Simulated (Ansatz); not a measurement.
**Ag: pressure series**

The parent structure is Ag in the fcc (Cu type) structure (space group Fm-3m, No. 225; a = 4.1052 Å).

Cell and atoms are relaxed at each pressure.

Computed with Ansatz (a first-principles code) r2SCAN, no spin-orbit coupling.

```
P (GPa)  V (Å³/atom)
-------  -----------
-2.01         17.661
-1.01         17.473
0.88          17.151
2.09          16.964
4.49          16.629
8.98          16.097
15.00         15.524
22.48         14.954
30.00         14.488
```

Q: Fit a third-order Birch–Murnaghan equation of state.

A: Least squares on P(V) = (3B₀/2)[(V₀/V)^(7/3) − (V₀/V)^(5/3)]·[1 + (3/4)(B₀′ − 4)((V₀/V)^(2/3) − 1)] gives V₀ = 17.30 Å³/atom, B₀ = 102 GPa and B₀′ = 5.8.

Measured bulk modulus of Ag: 110 GPa (static lattice; corrected from measurement; as listed in H. Levämäki et al., Physical Review B (2014)); the computed value is 8 % below it.

Load acts through the strain it causes; cell and atoms are relaxed under it. Whether these cells are dynamically stable was not tested. Competing high-pressure phases were not computed.
